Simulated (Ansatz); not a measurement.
**PBE against r2SCAN: SiO2, pressure −1 GPa**

Start from SiO2 (space group P3_221, No. 154; a = 5.020 Å, c = 5.509 Å).

(Cell as relaxed with PBE.)

Levels (all Ansatz, an electronic-structure program, PAW, earlier PAW set): PBE (420 eV, scalar-relativistic without spin-orbit coupling); r2SCAN (500 eV, no spin-orbit coupling).

Each level relaxes its own structure.

```csv
base,PBE,r2SCAN
volume per atom,13.36 Å³,12.62 Å³
lattice parameter a,5.020 Å,4.920 Å
```

One thing is altered: hydrostatic tension (pressure −1 GPa).

```json
[
 {"quantity": "lattice parameter a", "PBE": "5.084 Å", "r2SCAN": "(withheld)"},
 {"quantity": "c/a ratio", "PBE": "1.094", "r2SCAN": "(withheld)"}
]
```

Problem. What does r2SCAN give?

Solution. 
- lattice parameter a, r2SCAN: 4.971 Å
- c/a ratio, r2SCAN: 1.098

PBE's lattice parameter a lies 0.113 Å above r2SCAN's (2.3 %); PBE's c/a ratio lies 0.004 below r2SCAN's. Neither level is exact; r2SCAN is the comparison here, not a measurement.

Load acts through the strain it causes; cell and atoms are relaxed under it. Whether these cells are dynamically stable was not tested.
